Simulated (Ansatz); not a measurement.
Here is the system:

End structure of the (31-40) surface of hcp Tl in its 1x1 cell, outermost plane spacing 0.57 Å in the ideal cut:

```yaml
crystal:
  lattice:
    - [5.66739, 0.00000, 0.00000]
    - [0.00000, 12.90412, 0.00000]
    - [0.00000, 0.00000, 27.00000]
  atoms:
    - { symbol: Tl, position: [0.25000, 0.15699, 0.30845] }
    - { symbol: Tl, position: [0.75000, 0.29956, 0.32462] }
    - { symbol: Tl, position: [0.25000, 0.88655, 0.33743] }
    - { symbol: Tl, position: [0.75000, 0.03310, 0.35197] }
    - { symbol: Tl, position: [0.25000, 0.61736, 0.36458] }
    - { symbol: Tl, position: [0.75000, 0.76675, 0.38326] }
    - { symbol: Tl, position: [0.25000, 0.35105, 0.39377] }
    - { symbol: Tl, position: [0.75000, 0.50155, 0.41342] }
    - { symbol: Tl, position: [0.25000, 0.07791, 0.43034] }
    - { symbol: Tl, position: [0.75000, 0.22767, 0.44691] }
    - { symbol: Tl, position: [0.25000, 0.80663, 0.46110] }
    - { symbol: Tl, position: [0.75000, 0.95687, 0.47884] }
    - { symbol: Tl, position: [0.25000, 0.54031, 0.48992] }
    - { symbol: Tl, position: [0.75000, 0.69046, 0.51008] }
    - { symbol: Tl, position: [0.25000, 0.27390, 0.52116] }
    - { symbol: Tl, position: [0.75000, 0.42414, 0.53890] }
    - { symbol: Tl, position: [0.25000, 0.00310, 0.55309] }
    - { symbol: Tl, position: [0.75000, 0.15285, 0.56966] }
    - { symbol: Tl, position: [0.25000, 0.72922, 0.58658] }
    - { symbol: Tl, position: [0.75000, 0.87972, 0.60623] }
    - { symbol: Tl, position: [0.25000, 0.46402, 0.61674] }
    - { symbol: Tl, position: [0.75000, 0.61341, 0.63542] }
    - { symbol: Tl, position: [0.25000, 0.19767, 0.64803] }
    - { symbol: Tl, position: [0.75000, 0.34422, 0.66257] }
    - { symbol: Tl, position: [0.25000, 0.93121, 0.67538] }
    - { symbol: Tl, position: [0.75000, 0.07378, 0.69155] }
```

Slab: 26 atoms, 10.9 Å thick at the start; k 7x3x1, smearing 0.1 eV, dipole-corrected; all atoms relaxed; held to the start's symmetry, so lower structures may exist; no spin, no spin-orbit, no U.

**Question.** What is the computed work function of the top face (PBE in Ansatz, a quantum-chemistry and plane-wave program)?

**Answer.** 3.54 eV

**Question.** Give the surface energy (mean of both faces) at the level PBE.

**Answer.** 0.27 J/m²
